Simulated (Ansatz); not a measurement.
Base system: Sn in the diamond structure (space group Fd-3m, No. 227; a = 6.569 Å). Axes: x, y, z lie along the cube axes.

Calculations: plane-wave PAW DFT at the r2SCAN level (Ansatz, a first-principles code, 500 eV), no SOC, earlier PAW set.

Base values:

```
Property                        Result
-----------------------------  -------
Shortest interatomic distance  2.844 Å
```

Now apply this change: biaxial strain −2.60 %, plane normal [001], relaxed out of plane (Cartesian); in-plane vectors clamped, the third vector and the atoms free.

### Question
Estimate the effect on the shortest interatomic distance.

### Answer
The shortest interatomic distance shrinks by 0.0256 Å to 2.819 Å.

### Question
Predict the new energy relative to the base.

### Answer
The energy rises by 11 meV/atom.

Stability against distortions was not tested.
